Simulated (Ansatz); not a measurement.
Take LiNbO$_{3}$ (space group R3c, No. 161) as the base.

```xyz
10
Lattice="2.5337 1.4629 4.5624 -2.5337 1.4629 4.5624 0.0000 -2.9257 4.5624" Properties=species:S:1:pos:R:3 pbc="T T T"
Li     0.0000     0.0000     3.8481
Li     0.0000     0.0000    10.6917
Nb     0.0000     0.0000    13.6533
Nb     0.0000     0.0000     6.8097
O     -0.6593    -1.4089     5.4222
O      1.5498     0.1335     5.4222
O     -0.8905     1.2754     5.4222
O     -1.6432    -0.1874     7.7034
O      0.6593     1.5168     7.7034
O      0.9839    -1.3293     7.7034
```

Cartesian axes are those of the cell as printed.

Calculations: DFT with LDA, PAW potentials and a 420 eV plane-wave cutoff in Ansatz (a quantum-chemistry and plane-wave program), no spin-orbit coupling.

Before the change:

The volume per atom comes out as 10.15 Å³ and the pressure comes out as 0.00 GPa.

Modification: tensile biaxial strain of 0.75 % in the plane normal to [001], as in epitaxy on a mismatched substrate; the out-of-plane cell vector and the atoms relax.

Task: How does this affect the energy relative to the base, volume per atom and pressure?

Result: The energy goes up by 0.8 meV/atom; the volume per atom rises by 0.105 Å³, from 10.15 Å³ to 10.25 Å³; the pressure (mean of the normal stresses, compression positive) goes from zero to -1.16 GPa.

Stability against distortions was not tested.
